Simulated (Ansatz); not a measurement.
The starting structures come from a database of crystals and need not be the phases stable at ambient conditions.

Input:

```xyz
2
Lattice="4.7459 0.0000 0.0000 -2.3729 4.1100 0.0000 2.3729 1.3700 3.8750" Properties=species:S:1:pos:R:3 pbc="T T T"
Sr     0.0000     0.0000     0.0000
Te     4.7459     2.7400     1.9375
```

Space group of this cell: Fm-3m, rock salt. The cell is taken as given.

Transport runs along the normal of the first two printed cell vectors, the (111) plane of the conventional cell.

The gap is the functional's own. No spin-orbit coupling. Mid-gap values are interpolated on the energy grid.

**Question.** State the band gap and the smallest decay constant κ at mid-gap according to r2SCAN (Ansatz, a quantum-chemistry and plane-wave program).

**Answer.** Gap 2.18 eV on a 10×10×10 mesh; κ = 0.192 1/Å, at the zone centre.
